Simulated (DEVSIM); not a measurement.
Device: abrupt GaAs p-n junction, at 250 K.

| layer (left to right) | material | thickness (μm) | Nd (cm⁻³) | Na (cm⁻³) | τn (s) | τp (s) |
|---|---|---|---|---|---|---|
| 1 | GaAs | 84.0 | - | 1.4e15 | 4.1e-8 | 4.1e-8 |
| 2 | GaAs | 0.610 | 8.9e16 | - | 4.1e-8 | 4.1e-8 |

Left contact: ohmic. Right contact: ohmic. Voltage is applied to the left contact. Recombination: SRH at mid-gap, radiative, Auger. Mobility is μmin + (μ − μmin)/(1 + (N/Nref)^α).

Constants are typed, rounded textbook-type inputs, not results; the design itself was drawn at random and stands for no fabricated device. Values at 300 K; Nc and Nv go as T^1.5, mobilities as T to minus their exponent, the gap by Varshni's rule with the affinity fixed.

```csv
parameter,GaAs
gap (eV),1.424
affinity (eV),4.07
permittivity,12.9
Nc (cm⁻³),4.7e17
Nv (cm⁻³),9e18
μn (cm²/Vs),8500
μp (cm²/Vs),400
"μn,min",500
"μp,min",20
"Nref,n",6e16
"Nref,p",1.5e17
αn,0.39
αp,0.38
T exponent of μn,2.1
T exponent of μp,2.2
B (cm³/s),2e-10
Cn (cm⁶/s),1e-30
Cp (cm⁶/s),1e-30
Varshni α (eV/K),0.000541
Varshni β (K),204
```

Simulated with DEVSIM: 1D drift-diffusion, Boltzmann statistics, complete ionisation; no tunnelling, impact ionisation, image-force lowering or self-heating.

Base results: dark forward voltage at 1 A/cm² (V) 1.123; largest field in the device at zero bias (V/cm) 23000; potential step across the device at zero bias (V) 1.233.

Task: What follows from this one change: doping Nd of layer 2 8.9e+16 → 2.7e+15 cm^-3?

Result: dark forward voltage at 1 A/cm² 1.123 → 1.118 V; largest field in the device at zero bias 23000 → 17000 V/cm; potential step across the device at zero bias 1.233 → 1.158 V.

Task: What follows from this one change: thickness of layer 1 84 → 140 μm?

Result: dark forward voltage at 1 A/cm² 1.123 → 1.167 V; largest field in the device at zero bias little changed (23000 V/cm); potential step across the device at zero bias little changed (1.233 V).

Task: What follows from this one change: constant mobility in place of the doping-dependent one?

Result: dark forward voltage at 1 A/cm² 1.123 → 1.113 V; largest field in the device at zero bias little changed (23000 V/cm); potential step across the device at zero bias little changed (1.233 V).
